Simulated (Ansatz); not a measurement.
Abridged Ansatz (an electronic-structure program) output:

```
Relaxation: its limit of steps is 50 (relax.max_steps)
Pseudopotential: Ti, paw, valence charge 12
Pseudopotential: Al, paw, valence charge 3
Crystal: 2 atoms, lattice volume = 31.733 Å³
Basis set: ecut = 420 eV, 625 PW (Γ), exchange–correlation on 40×40×54 points (8 copies of the dense FFT grid, shifted against one another)
Bands: 12, of which v1, the nominal top of the filled ones, is band 8 counted from 1 (7 counted from 0)
Symmetry: 8 space group operations
k-points: 968 of 6174
Functional: x = pbesol(κ = 0.804, μ = 0.12345679012345678), c = pbesol(β = 0.046)
SCF iter   1: F=—  HF=-2999.296449 eV  |F-HF|=—  |Δ(HF+E_count)|=         —  Δρ=4.07e-3  dr2=3.87e-3  ethr=1.77e-3  ⟨swp⟩=5.0  Hψ=58682  notcnv=0
SCF iter   2: F=—  HF=-2999.295437 eV  |F-HF|=—  |Δ(HF+E_count)|=   1.01e-3  Δρ=2.02e-3  dr2=1.63e-3  ethr=2.58e-5  ⟨swp⟩=1.8  Hψ=22348  notcnv=0
SCF 1 converged in 7 iterations: F = -2999.295103 eV  dr2 = 8.21e-11
relax step   1: F+E_penalty+E_count = -2999.29510342 eV  Δ(F+E_penalty+E_count) = +0.000e0 eV  max|allowed force component| = 1.763e-30 eV/Å  Δτ_max = 0.0000 Å  (7 SCF iters, accepted)
SCF converged after 7 iterations
Free energy (F): -2999.295103 eV
Internal energy: -2999.235843 eV  (E = F + TS)
E sigma→0 (E₀):  -2999.265473 eV
Entropy (-TS):   -0.059261 eV (-29.630 meV/atom)
Fermi energy:    11.186263 eV
--- Forces (eV/Å), atoms counted from 1 ---
  atom   1  Ti     0.00000000     0.00000000     0.00000000
  atom   2  Al    -0.00000000     0.00000000     0.00000000
--- Stress (GPa, compression-positive) ---
       -1.006902       0.000000       0.000000
        0.000000      -0.308044       0.000000
        0.000000       0.000000      -0.451941
  P = ⅓ Tr σ = -0.5890 GPa (-5.890 kbar)
--- Relaxed structure (1 steps of the walk, 1 accepted, 0 SCFs on fresh bases) ---
  atoms:
    - { symbol: Ti, position: [0.0, 0.0, 0.0] }
    - { symbol: Al, position: [0.5, 0.5000000000000001, 0.5] }
```

What was computed, and what are the main results?

TiAl, 2 atoms in the cell, with PBEsol (Ansatz; PAW; 420 eV plane waves; scalar-relativistic without spin-orbit coupling). The last SCF converged to F = -2999.295103 eV, or -1499.6476 eV per atom, at a pressure of -0.59 GPa. The total energy compares only with runs of the same code, potentials and settings.

The cells carry an imposed strain or load. No phonon test of stability was made. All final runs are without spin polarisation. The cell was made from TiAl (space group P4/mmm, No. 123) by this change: uniaxial strain ε_xx = +0.50 %.

Keys are those of Ansatz 0.2.
